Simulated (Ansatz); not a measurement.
Functionals compared on a constructed model of the (111) surface of germanium, full Bi adlayer on top sites (bottom of the slab: 1 H on 1 bottom site), in Ansatz (plane waves, PAW). The structure was relaxed with PBE; the other rows are single points on it. Cutoff 420 eV (500 eV for r2SCAN).

Slab: 10 atoms, 15.2 Å thick at the start with caps and adatoms; k 8x8x1, smearing 0.025 eV, dipole-corrected; 2 atoms held, the rest relaxed; held to the start's symmetry, so lower structures may exist; no spin (in PBE a spin-polarised start ends no clearly lower), no spin-orbit, no U. The slab shows no gap on its mesh. It is one candidate, not shown to be the stable structure of the face. These notes are the PBE run's.

```tsv
functional	work function of the top face (eV)	rough cost of the single point
PBE	4.10	–
r2SCAN	(withheld)	about 50 core-seconds (a rough figure)
```

**Question.** Complete the blanks.

**Answer.** 
- r2SCAN, work function of the top face (eV): 4.18

Ansatz is a program for electronic structure.
